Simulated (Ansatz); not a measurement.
**A computed series for hypothetical P6_422 BeS: pressure series**

The reference is BeS (space group P6_422, No. 181; a hypothetical phase, not in the database extracts checked).

```xyz
6
Lattice="3.4236 0.0000 0.0000 -1.7118 2.9649 0.0000 0.0000 0.0000 7.7457" Properties=species:S:1:pos:R:3 pbc="T T T"
Be    -0.8559     1.4825     2.5819
Be     0.8559     1.4825     5.1638
Be     1.7118     0.0000     0.0000
S     -0.8559     1.4825     6.4548
S      0.8559     1.4825     1.2910
S      1.7118     0.0000     3.8729
```

Cell and atoms are relaxed at each pressure.

Method: plane-wave PAW DFT at the PBEsol level (Ansatz, a first-principles code, 420 eV), spin-orbit coupling left out.

```csv
P (GPa),V (Å³/atom)
0.70,13.019
1.50,12.924
3.00,12.754
5.00,12.543
7.50,12.301
10.00,12.079
```

Q: Fit a third-order Birch–Murnaghan equation of state.

A: Least squares on P(V) = (3B₀/2)[(V₀/V)^(7/3) − (V₀/V)^(5/3)]·[1 + (3/4)(B₀′ − 4)((V₀/V)^(2/3) − 1)] gives V₀ = 13.10 Å³/atom, B₀ = 105 GPa and B₀′ = 3.8.

Load acts through the strain it causes; cell and atoms are relaxed under it. Stability against distortions was not tested. No other phases were tried under pressure. The base started in P3_121 and relaxed to P6_422 at this level.
